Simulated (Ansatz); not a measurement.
The reference is ZrN in the rock salt structure (space group Fm-3m, No. 225; a = 4.5956 Å; relaxed with 0.1 eV smearing).

All numbers come from PBE/PAW in Ansatz (a quantum-chemistry and plane-wave program), spin-orbit coupling left out, earlier PAW set.

Before the change:

| Quantity | Result |
|---|---|
| Pressure | 0.0 GPa |

Modification: an isotropic linear strain of −0.51 %; the atoms relax in the strained cell.

Question: What happens to the energy relative to the base and pressure?

Answer: The energy rises by 2.2 meV/atom; the pressure goes from zero to 3.9 GPa.

Stability against distortions was not tested. All final runs are without spin polarisation. An odd electron count without spin: ZrN.
